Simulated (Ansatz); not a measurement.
Input and output of a self-consistent single point for Sb₂Pt (Pa-3, 12 atoms in the cell) (Ansatz, a quantum-chemistry and plane-wave program).

Method: PBE, PAW files (plane waves; Ansatz).

```yaml
crystal:
  lattice:
    - [6.56477, 0.00000, 0.00000]
    - [0.00000, 6.56477, 0.00000]
    - [0.00000, 0.00000, 6.56477]
  atoms:
    - { symbol: Sb, position: [0.37525, 0.12475, 0.87525] }
    - { symbol: Sb, position: [0.62475, 0.87525, 0.12475] }
    - { symbol: Sb, position: [0.12475, 0.87525, 0.37525] }
    - { symbol: Sb, position: [0.87525, 0.12475, 0.62475] }
    - { symbol: Sb, position: [0.87525, 0.37525, 0.12475] }
    - { symbol: Sb, position: [0.12475, 0.62475, 0.87525] }
    - { symbol: Sb, position: [0.62475, 0.62475, 0.62475] }
    - { symbol: Sb, position: [0.37525, 0.37525, 0.37525] }
    - { symbol: Pt, position: [0.00000, 0.50000, 0.50000] }
    - { symbol: Pt, position: [0.50000, 0.50000, 0.00000] }
    - { symbol: Pt, position: [0.50000, 0.00000, 0.50000] }
    - { symbol: Pt, position: [0.00000, 0.00000, 0.00000] }
```

Reference input (self-consistent single point, DFT, PBE, plane waves, PAW files): basis.ecutwfc = 420 eV; kpoints.mp_grid.grid = 5 5 5; hamiltonian.xc = pbe; hamiltonian.pseudopotentials = {kind: paw} (the program's default PAW files); scf.occupations.method = cold; scf.occupations.width = 0.136 eV. This run's input differs from it in these lines:

Ansatz 0.2 input:
```diff
@@ -20,3 +20,3 @@
 basis:
-  ecutwfc: 420.0
+  ecutwfc: 630.0
 kpoints:
```

The program printed (abridged):

```
SCF iter   1: F=—  HF=-101985.896565 eV  |F-HF|=—  |Δ(HF+E_count)|=         —  Δρ=8.56e-2  dr2=2.84e1  ethr=3.10e-3  ⟨swp⟩=6.7  Hψ=5041  notcnv=0  defer=5
all-band conjugate gradients solve this SCF's bands
preconditioner: auto → Resta (q_TF=auto, 2.558 Å⁻¹)
SCF iter   2: F=—  HF=-101981.861160 eV  |F-HF|=—  |Δ(HF+E_count)|=    4.04e0  S|Δr|=   3.52e-4  Δρ=3.77e-2  dr2=5.41e0  ethr=3.10e-3  ⟨swp⟩=2.0  Hψ=1854  notcnv=0  defer=131
   [... lines left out ...]
SCF iter   6: F=—  HF=-101981.023515 eV  |F-HF|=—  |Δ(HF+E_count)|=   1.42e-5  S|Δr|=    0.00e0  Δρ=6.40e-5  dr2=1.13e-5  ethr=9.81e-8  ⟨swp⟩=2.0  Hψ=2028  notcnv=0  defer=122
SCF iter   7: F=—  HF=-101981.023870 eV  |F-HF|=—  |Δ(HF+E_count)|=   3.54e-4  S|Δr|=    0.00e0  Δρ=2.01e-5  dr2=1.14e-6  ethr=5.88e-9  ⟨swp⟩=2.0  Hψ=2035  notcnv=0  defer=122
SCF iter   8: F=-101981.023870 eV  HF=-101981.023870 eV  |F-HF|=8.95e-9  |Δ(HF+E_count)|=   6.44e-7  S|Δr|=    0.00e0  Δρ=3.41e-6  dr2=3.61e-8  ethr=5.21e-11  ⟨swp⟩=10.4  Hψ=7194  notcnv=0
SCF 1 converged in 8 iterations: F = -101981.023870 eV  dr2 = 3.61e-8
Stability not checked (fill_not_monotonic)
Free energy (F): -101981.023870 eV
Internal energy: -101981.025609 eV  (E = F + TS)
E sigma→0 (E₀):  -101981.024450 eV
Entropy (-TS):   0.001739 eV (0.145 meV/atom)
Fermi energy:    13.684669 eV
--- Forces (eV/Å), atoms counted from 1 ---
  atom   1  Sb    -0.04078416     0.04078416    -0.04078416
  atom   2  Sb     0.04078416    -0.04078416     0.04078416
  atom   3  Sb     0.04078416    -0.04078416    -0.04078416
  atom   4  Sb    -0.04078416     0.04078416     0.04078416
   [... lines left out ...]
  atom  12  Pt     0.00000000    -0.00000000     0.00000000
--- Stress (GPa, compression-positive) ---
       -0.578279      -0.000000       0.000000
       -0.000000      -0.578279       0.000000
        0.000000       0.000000      -0.578279
  P = ⅓ Tr σ = -0.5783 GPa (-5.783 kbar)
  The stress holds the Pulay correction. Without it, at fixed plane waves, as pw.x and ABINIT print it: P = -0.5809 GPa
```

The run converged in 8 iterations. Against the reference run the free energy drops by 1.4 meV/atom, the pressure hardly changes (-0.57 to -0.58 GPa) and the largest force stays at 0.071 eV/Å.

The starting cell comes from a database of computed structures (which also holds hypothetical and non-ambient phases and stackings), without a prior relaxation at this level. Its lattice was rescaled by a random factor within 2.5 % of one. Spin polarisation is off. Ansatz's pressure includes its estimate of the finite-basis (Pulay) stress.
